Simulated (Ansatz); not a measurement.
Start from Hf in the hcp (Mg type) structure (space group P6_3/mmc, No. 194; a = 3.158 Å, c = 5.004 Å; relaxed with 0.1 eV smearing). Axes: x lies along a and z along c of the hexagonal cell.

Calculations: Ansatz (a program for electronic structure) PBEsol, spin-orbit coupling left out, earlier PAW set.

Strains are applied to the cell and any free atomic positions relax; under biaxial strain the out-of-plane vector relaxes too.

One change was made to it. Results:

The pressure (mean of the normal stresses, compression positive) goes from zero to -10.0 GPa; the band gap stays zero.

Problem. Which of these changes matches the shifts?
A. isotropic strain +3.60 %
B. biaxial strain +2.08 %, plane normal [001], relaxed out of plane
C. uniaxial strain ε_xx = −1.43 %

Solution. A, isotropic strain +3.60 %. For comparison, the pressure in the other runs: biaxial strain +2.08 %, plane normal [001], relaxed out of plane gives -2.7 GPa; uniaxial strain ε_xx = −1.43 % gives 1.6 GPa.

Stability against distortions was not tested. The final runs are not spin-polarised.
